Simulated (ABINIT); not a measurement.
A self-consistent single point of ZrH (P4_2/mmc, 4 atoms in the cell) with ABINIT.

Level of theory: PBEsol, norm-conserving pseudopotentials (PseudoDojo nc-sr-04 PBEsol standard) (plane waves; ABINIT).

The change in words: lattice scaled by 0.98. Reference geometry:
```
CELL_PARAMETERS angstrom
      3.26696     0.00000     0.00000
      0.00000     3.26696     0.00000
      0.00000     0.00000     5.04998
ATOMIC_POSITIONS crystal
  Zr 0.00000 0.50000 0.50000
  Zr 0.50000 0.00000 0.00000
  H  0.50000 0.50000 0.25000
  H  0.50000 0.50000 0.75000
```

Reference input (self-consistent single point, DFT, PBEsol, plane waves, norm-conserving pseudopotentials (PseudoDojo nc-sr-04 PBEsol standard)): pseudos = [Zr.upf, H.upf]; ecut = 36 Ha; ixc = -116133; occopt = 3; tsmear = 0.00183747 Ha; ngkpt = 7 7 5; nshiftk = 1; shiftk = 0 0 0; potentials = PseudoDojo nc-sr-04 PBEsol standard; nband = 18; kptopt = 1; nstep = 100. This run's input differs from it in these lines:

```diff
@@ -3,3 +3,3 @@
 pseudos "Zr.upf, H.upf"
-acell 3.2669650000 3.2669650000 5.0499840000 Angstrom
+acell 3.2016260000 3.2016260000 4.9489840000 Angstrom
 rprim
@@ -13,6 +13,6 @@
 xcart
-         0.0000000000    3.0868345544    4.7715433469
-         3.0868345544    0.0000000000    0.0000000000
-         3.0868345544    3.0868345544    2.3857716734
-         3.0868345544    3.0868345544    7.1573150203
+         0.0000000000    3.0250981467    4.6761121776
+         3.0250981467    0.0000000000    0.0000000000
+         3.0250981467    3.0250981467    2.3380560888
+         3.0250981467    3.0250981467    7.0141682664
 ecut 36 Ha
```

Log, with long lists cut:

```
--- !BeginCycle
solver: {iscf: 7, nstep: 100, nline: 4, wfoptalg: 0, }
tolerances: {toldfe: 1.00E-09, }
...

     iter   Etot(hartree)      deltaE(h)  residm     vres2
 ETOT  1  -102.33784472943    -1.023E+02 7.823E-02 1.597E+02
 ETOT  2  -102.41233067354    -7.449E-02 1.200E-02 8.633E+00
 ETOT  3  -102.41402042962    -1.690E-03 5.260E-03 2.240E-02
 ETOT  4  -102.41402742192    -6.992E-06 2.844E-03 5.943E-04
 ETOT  5  -102.41402755695    -1.350E-07 2.529E-03 1.677E-05
 ETOT  6  -102.41402756410    -7.150E-09 1.083E-03 4.627E-07
 ETOT  7  -102.41402756438    -2.817E-10 7.284E-04 4.118E-09
 ETOT  8  -102.41402756439    -9.067E-12 2.184E-04 9.012E-10
 At SCF step    8, etot is converged :
  for the second time, diff in etot=  9.067E-12 < toldfe=  1.000E-09

 Cartesian components of stress tensor (hartree/bohr^3)
  sigma(1 1)= -1.69187173E-05  sigma(3 2)=  0.00000000E+00
  sigma(2 2)= -1.69187173E-05  sigma(3 1)=  0.00000000E+00
  sigma(3 3)= -2.61849672E-05  sigma(2 1)=  0.00000000E+00

 ----iterations are completed or convergence reached----

 reduced coordinates (array xred) for    4 atoms
      -0.000000001096      0.499999998904      0.499999998908
       0.499999998904     -0.000000001096     -0.000000001092
       0.499999998904      0.499999998904      0.249999998908
       0.499999998904      0.499999998904      0.749999998908
 cartesian forces (eV/Angstrom) at end:
    1     -0.00000000000000    -0.00000000000000    -0.00000000000000
   [... lines left out ...]
 Fermi (or HOMO) energy (hartree) =   0.37205   Average Vxc (hartree)=  -0.42296
   [... lines left out ...]
total_energy        : -1.02414027564389E+02
total_energy_eV     : -2.78682741670321E+03
band_energy         : -1.04927495966691E+01
...

-Cartesian components of stress tensor (GPa)         [Pressure=  5.8864E-01 GPa]
- sigma(1 1)= -4.97765764E-01  sigma(3 2)=  0.00000000E+00
- sigma(2 2)= -4.97765764E-01  sigma(3 1)=  0.00000000E+00
- sigma(3 3)= -7.70388203E-01  sigma(2 1)=  0.00000000E+00

 Calculation completed.
```

The run converged in 8 iterations. Against the reference run the free energy falls by 14.8 meV/atom and the pressure goes from -6.27 to 0.59 GPa.

The starting cell comes from a database of computed structures (which also holds hypothetical and non-ambient phases and stackings), without a prior relaxation at this level. Its lattice was rescaled by a random factor within 2.5 % of one. For this run, on top of that: lattice scaled by 0.98.

Cost on one core of a shared machine: roughly 90 s.
